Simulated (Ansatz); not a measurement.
Structures of equal composition on the (0001) surface of 4H silicon carbide (Si plane on top): (√3x√3)R30° Al adatom at H3; (√3x√3)R30° Al adatom at T4. The slabs share one bottom face, and each structure is named by its start. These are constructed structures in small cells; real faces may alloy, dewet or reconstruct in larger ones, and not all known structures of the face are among them. Slabs of about 10 Å, Fermi-Dirac smearing of 0.025 eV. Bottom of the slabs: H caps. Relaxed from the named starts with such symmetry as they have, on meshes of like density; energies extrapolated to zero smearing; spin only where a row says so; no spin-orbit coupling, no U. Brackets mark spin-polarised runs, whose order is one that fits the cell. Where a second, spin-polarised start was run, the lower counts.

The numbers are results of r2SCAN, at the PBE geometry (plane waves to 500 eV, PAW; Ansatz, a first-principles code), not measurements.

Problem. Put the candidates in order of energy per 1x1 cell, lowest first, for r2SCAN, at the PBE geometry.

Solution. (√3x√3)R30° Al adatom at T4 (0.000 eV, gap 2.05 eV on the mesh), (√3x√3)R30° Al adatom at H3 (0.240 eV, gap 1.52 eV on the mesh)
